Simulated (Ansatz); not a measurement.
Ansatz (a first-principles code) run on ZnCu2SnS4 (I-4, 8 atoms in the cell): relaxation of cell and atoms.

Method of the run: revPBE, harder PAW files (source: ansatz) made with PBE (plane waves; Ansatz).

```
ZnCu2SnS4
1.0
   -2.75654     2.75654     5.51402
    2.75654    -2.75654     5.51402
    2.75654     2.75654    -5.51402
Zn Cu Sn S
1 2 1 4
Direct
  0.75000   0.25000   0.50000
  0.00000   0.00000   0.00000
  0.25000   0.75000   0.50000
  0.50000   0.50000   0.00000
  0.36432   0.37124   0.47758
  0.62876   0.10634   0.99308
  0.89366   0.88674   0.52242
  0.11326   0.63568   0.00692
```

Reference input (self-consistent single point, DFT, revPBE, plane waves, harder PAW files (source: ansatz) made with PBE): basis.ecutwfc = 51.4 Ry; kpoints.mp_grid.grid = 5 5 5; hamiltonian.xc = revpbe; hamiltonian.pseudopotentials = {kind: paw, source: ansatz}; scf.occupations.method = methfessel_paxton; scf.occupations.width = 0.02 Ry. This run's input differs from it in these lines:

```diff
@@ -28,2 +28,4 @@
     width: 0.02 Ry
+relax:
+  cell: {}
 output:
```

Output (repeated stretches shortened):

```
   [... SCF lines of the steps left out ...]
relax step   1: F+E_penalty+E_count = -34097.74912566 eV  Δ(F+E_penalty+E_count) = +0.000e0 eV  max|allowed force component| = 1.710e-2 eV/Å  Δτ_max = 0.0000 Å  P = +0.117 GPa  Ω = 167.594 Å³  (13 SCF iters, dr2 threshold 1.00e-7 eV, accepted)
relax step   2: F+E_penalty+E_count = -34097.74929995 eV  Δ(F+E_penalty+E_count) = -1.743e-4 eV  max|allowed force component| = 8.517e-3 eV/Å  Δτ_max = 0.0014 Å  P = +0.033 GPa  Ω = 167.801 Å³  energy of the carried Pulay correction = -1.010e-5 eV  [...]
relax step   3: F+E_penalty+E_count = -34097.74930896 eV  Δ(F+E_penalty+E_count) = -9.003e-6 eV  max|allowed force component| = 8.513e-3 eV/Å  Δτ_max = 0.0000 Å  P = +0.033 GPa  Ω = 167.801 Å³  stress off target by 3.71e-2 GPa  SCF on the basis [...]
basis re-selected at this cell: Δ(F+E_penalty+E_count) = -9.003e-6 eV, ΔP = +0.000 GPa vs the last step
the relaxation is at rest under the 4 symmetry operations that the run kept from its start: a minimum is not shown …
Stability not checked (fill_not_monotonic)
Free energy (F): -34097.749309 eV
Internal energy: -34097.773848 eV  (E = F + TS)
   [... lines left out ...]
Fermi energy:    8.217536 eV
  cell:  # Å, volume = 167.8010 Å³
   [... lines left out ...]
    - { symbol: S, position: [0.3641207277149582, 0.37135414236470077, 0.47743979648848967] }
    - { symbol: S, position: [0.6286458576352992, 0.10608565412378884, 0.9927665853502574] }
    - { symbol: S, position: [0.8939143458762111, 0.8866809312264685, 0.5225602035115104] }
    - { symbol: S, position: [0.11331906877353137, 0.6358792722850417, 0.007233414649742587] }
```

The run converged. 

Summary of the result:
| Item | Value |
|---|---|
| Free energy E − TS (on the zero of these files) | -34097.7493 eV |
| Fermi level (on the code's own zero) | 8.22 eV |
| Pressure | 0.03 GPa |
| Largest force (vector length) | 0.010 eV/Å |
| Final cell | a = b = c = 6.754 Å, α = β = 131.79°, γ = 70.56° |
| Final volume per atom | 20.98 Å³ |
| Relaxation steps | 3 |

The starting cell comes from a database of computed structures (which also holds hypothetical and non-ambient phases and stackings), without a prior relaxation at this level. Its lattice was rescaled by a random factor within 2.5 % of one. Spin polarisation is off. The relaxation keeps the symmetry of its start, so its end need not be a minimum. Ansatz's pressure includes its estimate of the finite-basis (Pulay) stress. The cutoff lies below the one recommended for these files. The run gives no clean gap (levels at the Fermi energy touch, overlap or are partly filled at this smearing), which alone does not show that the compound is a metal.

Cost on one core of a shared machine: roughly 2 min.

Keys are those of Ansatz 0.2.
